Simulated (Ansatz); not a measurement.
# AlP: carrier doping

The reference is AlP in the zinc blende structure (space group F-43m, No. 216; a = 5.507 Å).

Carriers are added at fixed cell with a uniform background; the Fermi–Dirac width is that of 300 K.

Method: Kohn–Sham DFT with the PBE functional, run in Ansatz (an electronic-structure program) with PAW and 420 eV plane waves, no SOC, earlier PAW set.

Notes on the quantities. Fermi level from band edge: Fermi level relative to the doped band's edge (positive inside the band; to 0.05 eV).

```csv
electron density (10^21 cm⁻³),Fermi level from band edge (eV)
0.7,0.30
1.5,0.50
2,?
5,0.95
```

Problem. Fit E_F = C n^s, fitted as a line in log–log form (a parabolic band gives s = 2/3) to the rows shown and predict the withheld row.

Solution. Least squares on the printed values gives C = 0.38 eV, s = 0.58 (largest residual 0.02 eV); this predicts 0.57 eV, and the run gives 0.55 eV, in agreement.

Carriers are added with a uniform compensating background; total energy and stress of such cells depend on the potential's zero and are not compared; many-body gap narrowing is missing at this level. No phonon test of stability was made.
